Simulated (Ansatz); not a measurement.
The starting structures come from a database of crystals and need not be the phases stable at ambient conditions.

## Evanescent states of HgTe (P3_121, not sure to be the ambient phase, 6 atoms a cell, 30.3 Å³ an atom) along the normal of (001)

Calculation: r2SCAN (plane waves, PAW; Ansatz, a program for electronic structure).

The gap is the functional's own. No spin-orbit coupling. Mid-gap values are interpolated on the energy grid.

Energies count from the valence-band top; κ is the least over a 12×12 mesh across the current.

| E (eV) | κ (1/Å) | where |
|---|---|---|
| 0.03 | 0.087 | Γ |
| 0.07 | 0.113 | off Γ |
| 0.12 | 0.122 | off Γ |
| 0.17 | ___ | off Γ |
| 0.23 | ___ | off Γ |
| 0.28 | ___ | off Γ |
| 0.33 | ___ | off Γ |
| 0.38 | ___ | off Γ |
| 0.42 | ___ | off Γ |
| 0.47 | 0.086 | Γ |
| 0.53 | 0.067 | Γ |
| 0.57 | 0.040 | Γ |

Problem. Fill in the missing entries.

Solution. 
- 0.17, κ (1/Å): 0.123
- 0.23, κ (1/Å): 0.120
- 0.28, κ (1/Å): 0.115
- 0.33, κ (1/Å): 0.110
- 0.38, κ (1/Å): 0.104
- 0.42, κ (1/Å): 0.097
